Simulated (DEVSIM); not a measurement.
Device: abrupt Si n-p junction, at 300 K.

Layer 1 from the left is Si, thickness (μm) 3.00, Nd (cm⁻³) 1.2e16, τn (s) 1.1e-6, τp (s) 1.1e-6. Layer 2 from the left is Si, thickness (μm) 0.410, Na (cm⁻³) 9.1e17, τn (s) 1.1e-6, τp (s) 1.1e-6.

Left contact: ohmic. Right contact: ohmic. Voltage is applied to the left contact. Recombination: SRH at mid-gap. Mobility is constant in doping.

Constants are typed, rounded textbook-type inputs, not results; the design itself was drawn at random and stands for no fabricated device. Values at 300 K.

Si: gap (eV) 1.124, affinity (eV) 4.05, permittivity 11.7, Nc (cm⁻³) 2.86e19, Nv (cm⁻³) 3.1e19, μn (cm²/Vs) 1417, μp (cm²/Vs) 470.

DEVSIM, 1D drift-diffusion, Boltzmann statistics, complete ionisation; no tunnelling, impact ionisation, image-force lowering or self-heating.

Dark forward current:

```csv
|V| (V),|J| (A/cm²)
0.05,3.990e-9
0.10,1.641e-8
0.15,6.525e-8
0.20,3.027e-7
0.25,1.666e-6
0.30,1.030e-5
0.35,6.765e-5
0.40,0.0004568
0.45,0.003120
0.50,0.02140
0.55,0.1470
0.60,1.006
0.65,6.736
0.70,40.94
0.75,198.8
0.80,732.5
0.85,2052
```

Question: Work out the local ideality factor n = ΔV / (kT/q · ln(J2/J1)) between the rows 0.15 and 0.20 V, 0.50 and 0.55 V, 0.80 and 0.85 V.

Answer: kT/q = 25.85 mV. From 0.15 to 0.20 V: ln(3.027e-7/6.525e-8) = 1.535, n = 1.26. From 0.50 to 0.55 V: ln(0.1470/0.02140) = 1.927, n = 1.00, near the 1 of diffusion or emission over a barrier. From 0.80 to 0.85 V: ln(2052/732.5) = 1.030, n = 1.88.

Question: Estimate the current at 0.45 V from the Shockley equation with J0 = Σ q ni² D/(N L) coth(W/L), τ joining the SRH, radiative and Auger lifetimes that are on, and W taken as the whole layer.

Answer: ni² = 1.16e20 cm⁻⁶; holes in the n layer: μ = 470 cm²/Vs, D = 12.1 cm²/s, τ = 1.10e-6 s, L = 36.6 μm, W/L = 0.082, term 6.28e-11 A/cm²; electrons in the p layer: μ = 1420 cm²/Vs, D = 36.6 cm²/s, τ = 1.10e-6 s, L = 63.5 μm, W/L = 0.0065, term 1.82e-11 A/cm². J0 = 8.10e-11 A/cm², and J = J0 exp(qV/kT) = 0.00294 A/cm². The simulation gives 0.00312 A/cm²; the estimate lies 5.7 % below. The estimate leaves out recombination in the depletion region and that region's share of W.
